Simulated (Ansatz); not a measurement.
The starting structures come from a database of crystals and need not be the phases stable at ambient conditions.

By PBEsol, the system below comes out a metal.

The ballistic (Sharvin) conductance counts the channels at the Fermi level: G/A = (e²/h) × channels of both spins per area.

Given:

```
CELL_PARAMETERS angstrom
      4.16994     0.00000     0.00000
      0.00000     4.16994     0.00000
      0.00000     0.00000     4.16994
ATOMIC_POSITIONS crystal
  Ti 0.50000 0.50000 0.00000
  Ti 0.00000 0.50000 0.50000
  Ti 0.50000 0.00000 0.50000
  Al 0.00000 0.00000 0.00000
  C  0.50000 0.50000 0.50000
```

The cell is taken as given; by PBEsol it stands under a pressure of -3.3 GPa.

The current flows along the normal of the first two printed cell vectors, the (001) plane of the conventional cell. No spin-orbit coupling; the value is a mean over 0.1 eV about the Fermi level.

**Question.** State the ballistic conductance per area according to Ansatz (an electronic-structure program) with PBEsol.

**Answer.** 0.49 × 10¹⁵ S/m² for both spins.
